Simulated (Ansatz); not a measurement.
**Effect of pressure 22.5 GPa on Nb**

The reference is Nb in the bcc (W type) structure (space group Im-3m, No. 229; a = 3.271 Å).

Perturbation: a hydrostatic pressure of 22.5 GPa.

Level of theory: PBEsol (Ansatz, a program for electronic structure, PAW, no SOC). Settings: 20×20×20 k-points, 0.05 eV Fermi–Dirac smearing.

* **Volume per atom**: 15.82 Å³ (base 17.50 Å³)
* **Density**: 9.75 g/cm³ (base 8.81 g/cm³)
* **Lattice parameter a**: 3.163 Å (base 3.271 Å)
* **Shortest interatomic distance**: 2.739 Å (base 2.833 Å)
* **Enthalpy H = E + PV relative to the base's energy**: +2.33 eV/atom
* **Band gap**: zero (base zero)

Final structure:

```xyz
1
Lattice="-1.5813 1.5813 1.5813 1.5813 -1.5813 1.5813 1.5813 1.5813 -1.5813" Properties=species:S:1:pos:R:3 pbc="T T T"
Nb     0.0000     0.0000     0.0000
```

Load acts through the strain it causes; cell and atoms are relaxed under it. Whether these cells are dynamically stable was not tested. Competing high-pressure phases were not computed. The final runs are not spin-polarised.
